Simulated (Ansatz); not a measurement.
How the lattice parameter c of GaP (model structure, started from the NiAs type, P6₃/mmc, No. 194, 4 atoms in the cell) moves with the method

No measured value is used here.

```json
[
 {"level (code)": "LDA (Ansatz)", "value (Å)": "6.033"},
 {"level (code)": "PBE (Ansatz)", "value (Å)": "6.138"},
 {"level (code)": "PBEsol (Ansatz)", "value (Å)": "6.073"},
 {"level (code)": "PBE-D3(BJ) (Ansatz)", "value (Å)": "6.065"},
 {"level (code)": "r²SCAN (Ansatz)", "value (Å)": "6.041"},
 {"level (code)": "r²SCAN+rVV10 (Ansatz)", "value (Å)": "6.030"}
]
```

Cutoffs differ between the levels. Ansatz's density-functional and Hartree–Fock values are scalar-relativistic unless marked +SOC, with PAW data made under PBE.

A model structure was made by putting elements into a prototype or built by hand; it is no filed structure, need not be a known phase, and can be a saddle point held by its symmetry.

Ansatz is a program for electronic structure.
